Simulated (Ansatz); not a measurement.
Consider BP in the zinc blende structure (space group F-43m, No. 216).

```
BP
1.0
    0.00000     2.26010     2.26010
    2.26010     0.00000     2.26010
    2.26010     2.26010     0.00000
P B
1 1
Direct
  0.75000   0.75000   0.75000
  0.00000   0.00000   0.00000
```

Cartesian axes are those of the cell as printed.

Method: Ansatz (a quantum-chemistry and plane-wave program), PBEsol, PAW, cutoff 420 eV, without spin-orbit coupling.

Perturbation: the cell is compressed by 0.89 % along y with no lateral relaxation, atoms relaxed at fixed cell.

Problem. Predict the stress tensor and what it implies for the stiffness.

Solution. Stress of the strained cell less that of the base (GPa, compression positive):
```
   0.75    0.00    0.00
   0.00    3.11    0.00
   0.00    0.00    0.75
```

Then −Δσ_ii/ε with ε = -0.0089 gives relaxed-ion elastic constants: C22 ≈ 350 GPa, C12 ≈ 85 GPa and C23 ≈ 85 GPa.

Stability against distortions was not tested.
